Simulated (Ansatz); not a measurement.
Start from Hf in the hcp (Mg type) structure (space group P6_3/mmc, No. 194; a = 3.159 Å, c = 5.000 Å).

Perturbation: Ta replaces 75.0 % of the Hf, ordered in a cell of 4 atoms (starting symmetry P-6m2) and fully relaxed.

The other end (x = 1) is Ta in the hcp (Mg type) structure (space group P6_3/mmc, No. 194; a model cell, its experimental status unchecked): 18.11 Å³/atom, gap zero; this end may not be an ambient phase.

Levels (all Ansatz, a quantum-chemistry and plane-wave program, PAW): PBEsol (420 eV, without spin-orbit coupling); PBEsol+SOC (420 eV, noncollinear with spin-orbit coupling).

The geometry is relaxed with PBEsol.

* **PBEsol pressure**: 0.0 GPa

What does PBEsol+SOC give at this geometry for the pressure?

The pressure goes from zero to -0.3 GPa.

Single points use the geometry relaxed with PBEsol. The spin-orbit shifts are approximate. Each cell is one ordered arrangement of few atoms, which overstates ordering effects compared with a random alloy. No phonon test of stability was made. The runs without spin-orbit coupling are not spin-polarised. An odd electron count without spin: HfTa3. This is not the structure that Ta has at room temperature and ambient pressure.
